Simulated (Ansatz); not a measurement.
Base system: MoSi2 (space group I4/mmm, No. 139; a = 3.1902 Å, c = 7.8206 Å).

All numbers come from PBEsol, PAW, 420 eV (Ansatz, an electronic-structure program; spin-orbit coupling left out).

Before the change:

| Item | Result |
|---|---|
| Lattice parameter a | 3.190 Å |

Now apply this change: a negative pressure, −2 GPa.

Problem. Estimate the effect on the lattice parameter a.

Solution. The lattice parameter a grows by 0.011 Å, from 3.190 Å to 3.201 Å.

Load acts through the strain it causes; cell and atoms are relaxed under it. No phonon test of stability was made. The final runs are not spin-polarised.
